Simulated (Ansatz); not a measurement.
Structures of equal composition on the (110) surface of bcc Nb: a layer of Re in place of the second plane; a layer of Re in place of the third plane. The slabs share one bottom face, and each structure is named by its start. These are constructed structures in small cells; real faces may alloy, dewet or reconstruct in larger ones, and not all known structures of the face are among them. Slabs of about 12 Å with all that they carry, Fermi-Dirac smearing of 0.1 eV. Bottom of the slabs: a bare face, its two planes held. Relaxed from the named starts with such symmetry as they have, on meshes of like density; energies extrapolated to zero smearing; no spin-orbit coupling, no U. Spin-polarised runs, if any, are marked in brackets, and their order is one that fits the cell; the others ran without spin.

Computed with PBE (plane waves to 420 eV, PAW; Ansatz, an electronic-structure program).

Order them by energy per 1x1 cell (lowest first) at the level PBE.

a layer of Re in place of the third plane (0.000 eV), a layer of Re in place of the second plane (0.199 eV)
